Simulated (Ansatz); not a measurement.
The reference is TiAl (space group P4/mmm, No. 123).

```xyz
2
Lattice="2.8129 0.0000 0.0000 0.0000 2.8129 0.0000 0.0000 0.0000 4.0584" Properties=species:S:1:pos:R:3 pbc="T T T"
Al     1.4065     1.4065     2.0292
Ti     0.0000     0.0000     0.0000
```

Cartesian axes are those of the cell as printed.

All numbers come from plane-wave PAW DFT at the r2SCAN level (Ansatz, a first-principles code, 500 eV), no SOC.

Strains are applied to the cell and any free atomic positions relax; under biaxial strain the out-of-plane vector relaxes too.

One change was made to it. Results:

The pressure (mean of the normal stresses, compression positive) goes from zero to 0.3 GPa; the shortest interatomic distance decreases by 0.018 Å, from 2.813 Å to 2.795 Å.

Question: Name the change that was made.
(A) biaxial strain +3.37 %, plane normal [001], relaxed out of plane
(B) strain tensor (xx, yy, zz, yz, xz, xy) = (+1.41, −0.64, −0.86, −0.49, −1.46, +0.71) %
(C) biaxial strain +1.75 %, plane normal [001], relaxed out of plane
(D) isotropic strain +0.81 %

Answer: B, strain tensor (xx, yy, zz, yz, xz, xy) = (+1.41, −0.64, −0.86, −0.49, −1.46, +0.71) %. For comparison, the pressure in the other runs: isotropic strain +0.81 % gives -2.8 GPa; biaxial strain +1.75 %, plane normal [001], relaxed out of plane gives -2.1 GPa; biaxial strain +3.37 %, plane normal [001], relaxed out of plane gives -3.5 GPa.

Without a gap, meshes like the base's 16×16×12 leave anisotropic stresses uncertain by several tenths of a GPa, and small strain energies with them. No phonon test of stability was made. All final runs are without spin polarisation.
